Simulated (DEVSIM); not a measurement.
Structure: illuminated Si n-on-p cell, one wavelength, at 300 K.

| layer (left to right) | material | thickness (μm) | Nd (cm⁻³) | Na (cm⁻³) | τn (s) | τp (s) | absorption coefficient (cm⁻¹) |
|---|---|---|---|---|---|---|---|
| 1 | Si | 0.0780 | 5.6e17 | - | 1.4e-8 | 1.7e-8 | 2500 |
| 2 | Si | 35.0 | - | 2.5e15 | 3e-7 | 3e-7 | 2500 |

Left contact: ohmic, minority hole recombination velocity 6e5 cm/s. Right contact: ohmic, minority electron recombination velocity 50 cm/s. Voltage is applied to the left contact. Recombination: SRH at mid-gap, radiative, Auger. Light enters at the left, 2.3e16 photons cm⁻² s⁻¹, one pass, no reflection. Mobility is μmin + (μ − μmin)/(1 + (N/Nref)^α).

This is a model device: material constants are rounded textbook-type values typed into the input, and sizes, dopings and lifetimes were drawn at random. Values at 300 K.

| parameter | Si |
|---|---|
| gap (eV) | 1.124 |
| affinity (eV) | 4.05 |
| permittivity | 11.7 |
| Nc (cm⁻³) | 2.86e19 |
| Nv (cm⁻³) | 3.1e19 |
| μn (cm²/Vs) | 1417 |
| μp (cm²/Vs) | 470 |
| μn,min | 52 |
| μp,min | 45 |
| Nref,n | 9.7e16 |
| Nref,p | 2.2e17 |
| αn | 0.68 |
| αp | 0.72 |
| B (cm³/s) | 4.7e-15 |
| Cn (cm⁶/s) | 2.8e-31 |
| Cp (cm⁶/s) | 9.9e-32 |

Simulated with DEVSIM: 1D drift-diffusion, Boltzmann statistics, complete ionisation; no tunnelling, impact ionisation, image-force lowering or self-heating.

The photon flux was swept, all else fixed.

```
photon flux (cm^-2 s^-1)  open-circuit voltage (V)  fill factor  largest power (mW/cm²)  short-circuit current (mA/cm²)
------------------------  ------------------------  -----------  ----------------------  ------------------------------
6.9e14                                       0.358         0.72                  0.0261                           0.102
2.3e15                                       0.392         0.74                  0.0992                           0.340
6.9e15                                       0.422         0.76                   0.328                            1.02
2.3e16                                           ?            ?                    1.20                               ?
6.9e16                                       0.483         0.79                    3.89                            10.2
2.3e17                                       0.515         0.80                    14.0                            34.1
6.9e17                                       0.544         0.80                    44.8                             102
```

Question: What belongs in the gaps?

Answer: 
- 2.3e16, open-circuit voltage (V): 0.454
- 2.3e16, fill factor: 0.78
- 2.3e16, short-circuit current (mA/cm²): 3.40
